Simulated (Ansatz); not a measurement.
The parent structure is SiC in the wurtzite structure (space group P6_3mc, No. 186).

```
SiC
1.0
    3.07595     0.00000     0.00000
   -1.53798     2.66386     0.00000
    0.00000     0.00000     5.04779
Si C
2 2
Cartesian
  1.53798   0.88795   0.00257
  0.00000   1.77590   2.52646
  1.53798   0.88795   3.15331
  0.00000   1.77590   0.62941
```

Method: PBEsol, PAW, 420 eV (Ansatz, an electronic-structure program; without spin-orbit coupling), earlier PAW set.

Base values:

The band gap is 2.13 eV, the width of the top valence band is 3.93 eV and the pressure is 0.01 GPa.

Modification: the cell is scaled by 0.9921 in all directions; the atoms relax in the strained cell.

**Question.** Estimate the effect on the band gap.

**Answer.** The band gap decreases by 0.043 eV (2.13 eV → 2.08 eV).

**Question.** Estimate the effect on the width of the top valence band.

**Answer.** The width of the top valence band rises by 0.064 eV, from 3.93 eV to 4.00 eV.

**Question.** What does the calculation give for the pressure after the change?

**Answer.** The pressure (mean of the normal stresses, compression positive) goes up by 5.55 GPa (0.01 GPa → 5.56 GPa).

Stability against distortions was not tested.
